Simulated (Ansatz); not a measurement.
## Li on the 1x1 (111) surface of fcc Ni, ferromagnetic, one in a 2x2 cell, started at the site 'hollow Ni-Ni-Ni over Ni at depth 4.0 Å'

All values below come from PBE (plane waves to 420 eV, PAW; Ansatz, a program for electronic structure).

Set-up: 17 atoms, 6.0 Å thick at the start under the adsorbate (thin: gaps and levels are the slab's own); mesh 7x7x1; 0.1 eV smearing; dipole correction on; 8 atoms held, the rest relaxed; held to the start's symmetry, so lower structures may exist; spin-polarised, no spin-orbit, no U, no dispersion correction. At the end it is bonded to 3 Ni. In PBE it is, or lies within 0.03 eV of, the lowest of the starts that converged.

| Item | Value |
|---|---|
| adsorption energy against an atom of bcc Li | -81 kJ/mol |
| work function of the top face | 2.07 eV |
| change of the work function | -3.01 eV |
| change of the step from the bottom to the top vacuum level, against the clean slab | -3.00 eV |
| energy released by relaxation | 0.057 eV |
| height of the binding atom over the mean of the host atoms within 0.3 Å of the top one | 1.981 Å |
| magnetic moment of the cell | 10.05 μB |
| nearest host atoms of the binding atom | Ni at 2.47 Å, Ni at 2.47 Å, Ni at 2.47 Å |
| largest move of a host atom | 0.08 Å |
| cost | about 12 core-minutes (a rough figure) |

A negative adsorption energy means that the adsorbate is more stable on the surface than in its reference.
